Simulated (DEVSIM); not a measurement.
System: Pd/SiO2/p-Si capacitor, at 300 K.

```csv
layer (left to right),material,thickness (nm),Na (cm⁻³)
1,SiO2,32.0,-
2,Si,2400,5.9e16
```

Metal gate on the left, work function 5.2 eV. Fixed charge at the semiconductor interface 1.3e10 cm⁻² (in units of +e); no interface traps.

This is a model device: material constants are rounded textbook-type values typed into the input, and sizes, dopings and lifetimes were drawn at random. Values at 300 K.

| parameter | SiO2 | Si |
|---|---|---|
| gap (eV) | 9 | 1.124 |
| affinity (eV) | 0.9 | 4.05 |
| permittivity | 3.9 | 11.7 |
| Nc (cm⁻³) | - | 2.86e19 |
| Nv (cm⁻³) | - | 3.1e19 |

DEVSIM, 1D Poisson equation in equilibrium, Boltzmann statistics, complete ionisation; no quantum confinement or tunnelling. Metal contacts follow the ideal Schottky-Mott rule: no Fermi-level pinning, no interface dipoles.

Problem. Tabulate band edges, carrier densities and field at 1.2 V on the gate.

Solution. Energies count from the Fermi level of the right contact; mesh points crowd at the junctions.

```tsv
x (μm)	Ec (eV)	Ev (eV)	n (cm⁻³)	p (cm⁻³)	field (V/cm)
0.000	3.100	-5.900	< 1e2	< 1e2	220000
0.001495	3.132	-5.868	< 1e2	< 1e2	220000
0.004773	3.203	-5.797	< 1e2	< 1e2	220000
0.01196	3.357	-5.643	< 1e2	< 1e2	220000
0.02538	3.646	-5.354	< 1e2	< 1e2	220000
0.02966	3.738	-5.262	< 1e2	< 1e2	220000
0.03162	3.780	-5.220	< 1e2	< 1e2	220000
0.03355	0.650	-0.474	3.5e8	3.3e11	72000
0.03715	0.675	-0.449	1.3e8	8.9e11	69000
0.04556	0.730	-0.394	1.6e7	7.5e12	61000
0.06518	0.833	-0.291	290000	4.0e14	43000
0.1394	0.959	-0.165	2300	5.2e16	2000
0.2841	0.962	-0.162	2000	5.9e16	≈ 0
0.6215	0.962	-0.162	2000	5.9e16	≈ 0
1.633	0.962	-0.162	2000	5.9e16	≈ 0
2.090	0.962	-0.162	2000	5.9e16	≈ 0
2.291	0.962	-0.162	2000	5.9e16	≈ 0
2.372	0.962	-0.162	2000	5.9e16	≈ 0
2.413	0.962	-0.162	2000	5.9e16	≈ 0
2.425	0.962	-0.162	2000	5.9e16	≈ 0
2.429	0.962	-0.162	2000	5.9e16	≈ 0
2.432	0.962	-0.162	2000	5.9e16	≈ 0
```
